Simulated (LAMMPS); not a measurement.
Simulation of ZnSe (zinc blende), 4096 atoms, at 1620 K and 0 GPa, heated as the crystal.

All values are model results, not measurements: classical MD, pair style sw, file CdTeZnSeHgS0.sw, run in LAMMPS.

Starting crystal:

```cif
data_Se4Zn4
_chemical_formula_sum 'Zn4 Se4'
_space_group_name_H-M_alt 'F-43m'
_space_group_IT_number 216
_space_group_name_Hall 'F -4 2 3'
_cell_length_a 5.67000
_cell_length_b 5.67000
_cell_length_c 5.67000
_cell_angle_alpha 90.000
_cell_angle_beta 90.000
_cell_angle_gamma 90.000
loop_
_atom_site_label
_atom_site_type_symbol
_atom_site_symmetry_multiplicity
_atom_site_Wyckoff_symbol
_atom_site_fract_x
_atom_site_fract_y
_atom_site_fract_z
_atom_site_occupancy
Zn1 Zn 4 a 0.00000 0.00000 0.00000 1
Se1 Se 4 d 0.75000 0.75000 0.75000 1
```

**Question.** Estimate the density, the state found, the mean frequency of the velocity spectrum, the enthalpy per atom for this model.

**Answer.** density: 5.0660 ± 0.0001 g/cm³; state found: crystal; no diffusion seen in 30 ps; mean frequency of the velocity spectrum: 6.0 THz; enthalpy per atom: -2.2611 ± 0.0003 eV.
